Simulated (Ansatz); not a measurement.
Given:

```yaml
crystal:
  lattice:
    - [3.19415, 0.00000, 0.00000]
    - [-1.59708, 2.76622, 0.00000]
    - [0.00000, 0.00000, 5.20413]
  atoms:
    - { symbol: Ga, position: [0.66667, 0.33333, 0.49917] }
    - { symbol: Ga, position: [0.33333, 0.66667, 0.99917] }
    - { symbol: N, position: [0.66667, 0.33333, 0.87583] }
    - { symbol: N, position: [0.33333, 0.66667, 0.37583] }
```

Method: PBEsol with spin-orbit coupling, rigid bands (plane waves, PAW; Ansatz, a first-principles code). Condition of this run: hydrostatic pressure -2 GPa (the target of the relaxation). Cell: cell and atoms relaxed with PBEsol, then loaded as said.

**Question.** What conductivity effective mass do dilute electrons have at 300 K?

**Answer.** 0.180 (x), 0.180 (y), 0.162 (z) mₑ.

**Question.** Predict the hole conductivity mass (n e² τ/σ) at 300 K, by direction if it differs.

**Answer.** 1.46 (x), 1.46 (y), 1.79 (z) mₑ.

**Question.** And the band gap?

**Answer.** 1.80 eV at this level; semilocal functionals usually fall short of the measured gap.

Rigid bands, one relaxation time for all states, no polarons.
